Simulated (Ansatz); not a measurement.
# Tl: transverse stress against strain

Tl (hcp, P6_3/mmc, 28.627 Å³/atom at rest, c along z) under a strain ε along c (axis z), the other axes held. PBEsol in Ansatz, a plane-wave DFT program (PAW, default set), 420 eV, 19×19×11 Γ-centred mesh, Fermi-Dirac smearing 0.10 eV; ions are relaxed within the symmetry of each cell. Stress is positive for a compressed cell.

Here s stands for strain and y for stress xx.

| strain (%) | stress xx (GPa) |
|---|---|
| -3.00 | ? |
| -1.50 | 0.46 |
| -1.00 | 0.31 |
| -0.50 | 0.15 |
| 0.00 | 0.00 |
| 0.50 | -0.15 |
| 1.00 | -0.30 |
| 1.50 | -0.44 |

Using a straight line, estimate the missing y at s = -3.00 from the other rows, showing the fit.

Means: s 0, y 0.004. About the means, the sum of products is -2.1100 and the sum of squares of s is 7.0000; the slope is their ratio. Least squares gives y = 0.004 - 0.3014·s. Residuals (row less fit): 0.004, 0.005, -0.005, -0.004, -0.003, -0.003, 0.008; standard error 0.006 (degrees of freedom: 5). The slope gives the elastic constant C13 = 30 ± 0.2 GPa. At the withheld row, y = 0.004 - 0.3014 × (-3.0) = 0.908 GPa. The calculation gives 0.95 GPa, 0.042 GPa above the prediction (3.0 % of the range of y in the table). The row lies outside the fitted rows, so this is an extrapolation. The fitted rows scatter only by rounding.

One order more, fitted to all 13 runs of the series, follows each within 0.01, so the miss is the next term of a smooth law. In a metal these values are sensitive to mesh and smearing; energies are taken to zero smearing, stresses follow the free energy. Rows are the converged runs of the series near zero and its far end; series whose fitted rows scatter by over a few per cent of the range, as at a crossing or softening among them, aren't shown in this form. Most that stay on the fit to the last digits aren't either.
